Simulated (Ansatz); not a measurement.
Functionals compared on the (311) surface of germanium in its 1x1 cell, relaxed from an ideal cut (the real face may reconstruct), outermost plane spacing 0.43 Å in the ideal cut (one of several cuts of this face), in Ansatz (plane waves, PAW). The structure was relaxed with PBE; the other rows are single points on it, each with its references at the same level. Cutoff 420 eV (500 eV for r2SCAN).

Slab: 14 atoms, 10.9 Å thick at the start; k 7x4x1, smearing 0.025 eV, dipole-corrected; all atoms relaxed; held to the part of the start's symmetry that mesh and held atoms allow; no spin (no spin-polarised run to compare, though such a face may carry moments), no spin-orbit, no U. The slab shows no gap over 0.04 eV on its mesh. These notes are the PBE run's.

```json
[
 {"functional": "PBE", "surface energy (J/m²)": "1.07", "rough cost of the single point": "–"},
 {"functional": "LDA", "surface energy (J/m²)": "1.32", "rough cost of the single point": "around 90 core-seconds (rough)"},
 {"functional": "PBEsol", "surface energy (J/m²)": "1.22", "rough cost of the single point": "roughly 80 core-seconds"},
 {"functional": "RPBE", "surface energy (J/m²)": "0.95", "rough cost of the single point": "roughly 90 core-seconds"},
 {"functional": "r2SCAN", "surface energy (J/m²)": "(withheld)", "rough cost of the single point": "around 2.4 core-minutes (rough)"}
]
```

**Question.** Some entries are withheld; supply them.

**Answer.** 
- r2SCAN, surface energy (J/m²): 1.33

Ansatz is a quantum-chemistry and plane-wave program.
